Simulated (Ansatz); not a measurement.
# Hypothetical diamond Mg, pressure series

Consider Mg in the diamond structure (space group Fd-3m, No. 227; a = 6.871 Å; a hypothetical phase, not in the database extracts checked).

Cell and atoms are relaxed at each pressure.

Levels (all Ansatz, an electronic-structure program, PAW): PBE (420 eV, no spin-orbit coupling); PBEsol (420 eV, spin-orbit coupling left out).

The base cell above is that of PBE; each level relaxes its own structures.

```json
[
 {"case": "pressure −1 GPa", "lattice parameter a, PBE": "7.144 Å", "lattice parameter a, PBEsol": "7.017 Å"},
 {"case": "pressure 0.3 GPa", "lattice parameter a, PBE": "6.809 Å", "lattice parameter a, PBEsol": "6.728 Å"},
 {"case": "pressure 0.7 GPa", "lattice parameter a, PBE": "6.738 Å", "lattice parameter a, PBEsol": "6.663 Å"},
 {"case": "pressure 1.5 GPa", "lattice parameter a, PBE": "6.619 Å", "lattice parameter a, PBEsol": "6.552 Å"},
 {"case": "pressure 3 GPa", "lattice parameter a, PBE": "6.443 Å", "lattice parameter a, PBEsol": "6.389 Å"},
 {"case": "pressure 5 GPa", "lattice parameter a, PBE": "6.272 Å", "lattice parameter a, PBEsol": "6.225 Å"},
 {"case": "pressure 7.5 GPa", "lattice parameter a, PBE": "6.111 Å", "lattice parameter a, PBEsol": "6.071 Å"},
 {"case": "pressure 10 GPa", "lattice parameter a, PBE": "5.982 Å", "lattice parameter a, PBEsol": "5.947 Å"}
]
```

PBE lies above PBEsol in every row, by 0.036 Å to 0.127 Å. They put the cases in the same order.

Load acts through the strain it causes; cell and atoms are relaxed under it. No phonon test of stability was made. No other phases were tried under pressure.
